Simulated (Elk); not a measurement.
Elk run on Mg₂ZnO₃ (P-3m1, 6 atoms in the cell): self-consistent single point.

Method of the run: LDA (PW92), all-electron FP-LAPW, Elk's shipped species files, APW+lo basis with extra local orbitals run with Elk.

```yaml
crystal:
  lattice:
    - [3.02602, 0.00000, 0.00000]
    - [-1.51301, 2.62061, 0.00000]
    - [0.00000, 0.00000, 7.38629]
  atoms:
    - { symbol: Mg, position: [0.33333, 0.66667, 0.66580] }
    - { symbol: Mg, position: [0.66667, 0.33333, 0.33420] }
    - { symbol: Zn, position: [0.00000, 0.00000, 0.00000] }
    - { symbol: O, position: [0.33333, 0.66667, 0.17262] }
    - { symbol: O, position: [0.66667, 0.33333, 0.82738] }
    - { symbol: O, position: [0.00000, 0.00000, 0.50000] }
```

Reference input (self-consistent single point, DFT, PBEsol, all-electron FP-LAPW, Elk's shipped species files, APW+lo basis with extra local orbitals): xctype = 22; rgkmax = 8; stype = 0; swidth = 0.0001 Ha; ngridk = 10 10 4; tforce = true; gmaxvr = 18 1/bohr; lmaxapw = 10; lmaxo = 8; nxlo = 2; lorbcnd = true; lradstp = 2. This run's input differs from it in these lines:

```diff
@@ -4,3 +4,3 @@
 xctype
-  22
+  3
```

Output, abridged:

```
│ Self-consistent loop started │
│ Loop number : 1 │
 total energy                :     -2423.10605005
│ Loop number : 2 │
 total energy                :     -2423.12957427
RMS change in Kohn-Sham potential (target) :   0.2237590819     (  0.1000000000E-05)
Absolute change in total energy (target)   :   0.2352422546E-01 (  0.1000000000E-03)
│ Loop number : 3 │
 total energy                :     -2421.94093258
RMS change in Kohn-Sham potential (target) :   0.1637193576     (  0.1000000000E-05)
Absolute change in total energy (target)   :    1.182760642     (  0.1000000000E-03)
│ Loop number : 4 │
   [... lines left out ...]
Absolute change in total energy (target)   :   0.5130532872E-03 (  0.1000000000E-03)
│ Loop number : 15 │
 total energy                :     -2417.22111153
RMS change in Kohn-Sham potential (target) :   0.8090071941E-07 (  0.1000000000E-05)
Absolute change in total energy (target)   :   0.1379934138E-03 (  0.1000000000E-03)
│ Loop number : 16 │
 total energy                :     -2417.22111004
RMS change in Kohn-Sham potential (target) :   0.3438217172E-07 (  0.1000000000E-05)
Absolute change in total energy (target)   :   0.3301160859E-04 (  0.1000000000E-03)
Convergence targets achieved

│ Loop number : 17 │

Energies :
 Fermi                       :     0.177186973807
 total energy                :     -2417.22111031

Density of states at Fermi energy :   0.8245010039E-05
 (states/Hartree/unit cell)

Estimated indirect band gap :   0.1057196184
 from k-point     37 to k-point      1
Estimated direct band gap   :   0.1091009531
 at k-point      1

Charges :
 core                        :    22.00000000
 valence                     :    56.00000000
 interstitial                :    6.919551331
 muffin-tins (core leakage)
  species :    1 (Mg)
   atom    1                 :    10.38908898     (   0.000000000    )
   atom    2                 :    10.38908898     (   0.000000000    )
  species :    2 (Zn)
   atom    1                 :    28.47382544     (  0.3115332701E-03)
   [... lines left out ...]
   total force               :     0.00000000   -0.00000000    0.00432289
   total magnitude           :     0.00432289
  atom :    3
   Hellmann-Feynman          :     0.00000000   -0.00000000   -0.00000000
   IBS                       :     0.00000000    0.00000000    0.00000000
   total force               :     0.00000000    0.00000000    0.00000000
   total magnitude           :     0.00000000
```

The run converged in 17 iterations. The count includes the last loop, which Elk runs after its targets are met. Against the reference run the largest force goes from 0.160 to 0.222 eV/Å and the gap on the mesh goes from 2.863 to 2.877 eV.

The starting cell comes from a database of computed structures (which also holds hypothetical and non-ambient phases and stackings), without a prior relaxation at this level. Its lattice was rescaled by a random factor within 2.5 % of one. Values depend on the basis (sphere radii, cutoffs, local orbitals), which need not be converged.

Cost on one core of a shared machine: roughly 5 min.
